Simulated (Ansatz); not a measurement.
**Ir under a change: biaxial strain +0.83 %, plane normal [111], relaxed out of plane**

The parent structure is Ir in the fcc (Cu type) structure (space group Fm-3m, No. 225; a = 3.831 Å; relaxed with 0.1 eV smearing). Axes: x, y, z lie along the cube axes.

Modification: biaxial strain +0.83 %, plane normal [111], relaxed out of plane (Cartesian); in-plane vectors clamped, the third vector and the atoms free.

All numbers come from Ansatz (a quantum-chemistry and plane-wave program) PBEsol, without spin-orbit coupling. Γ-centred 29×29×29 mesh, Fermi–Dirac width 0.1 eV.

```json
[
 {"quantity": "volume per atom", "base": "14.06 Å³", "changed": "14.23 Å³", "shift": "+0.17 Å³"},
 {"quantity": "shortest interatomic distance", "base": "2.709 Å", "changed": "2.709 Å", "shift": "0.000 Å"},
 {"quantity": "energy relative to the base (free energy F)", "base": "0 meV/atom", "changed": "+5.0 meV/atom", "shift": "+5.0 meV/atom"},
 {"quantity": "pressure (mean of the normal stresses, compression positive)", "base": "0.0 GPa", "changed": "-4.5 GPa", "shift": "-4.5 GPa"},
 {"quantity": "band gap", "base": "zero", "changed": "zero", "shift": "–"},
 {"quantity": "out-of-plane strain", "base": "–", "changed": "-0.42 %", "shift": "–"},
 {"quantity": "ratio −ε⊥/ε∥", "base": "–", "changed": "0.51", "shift": "–"}
]
```

Stability against distortions was not tested. All final runs are without spin polarisation.
